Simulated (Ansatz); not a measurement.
Relaxed 64-atom cells of (Si,Sn) in the diamond type, of low symmetry and near-random order, with the end members in the same type and cell. Left out are ordered and sheared cells and those that changed their type; one cell stands for each fraction.

Method: PBE (plane waves to 420 eV, PAW; Ansatz, a program for electronic structure). Scalar-relativistic, without spin–orbit coupling.

| cell | fraction of Sn | volume (Å³/atom) |
|---|---|---|
| Si | 0 | 20.46 |
| SnSi7 | 0.1250 | withheld |
| SnSi3 | 0.2500 | 23.83 |
| SnSi | 0.5000 | 27.65 |
| Sn | 1 | 36.76 |

### Question
Fit y = y0 + (y1 − y0) x − b x (1 − x), with y0 and y1 the end rows to the rows shown by least squares, with x the second column and y the third, and predict the withheld row.

### Answer
The fit gives b = 3.81, with a root-mean-square miss of 0.006 on the rows shown. At x = 0.1250 it predicts 22.08; the run gives 22.07, a miss of +0.01.
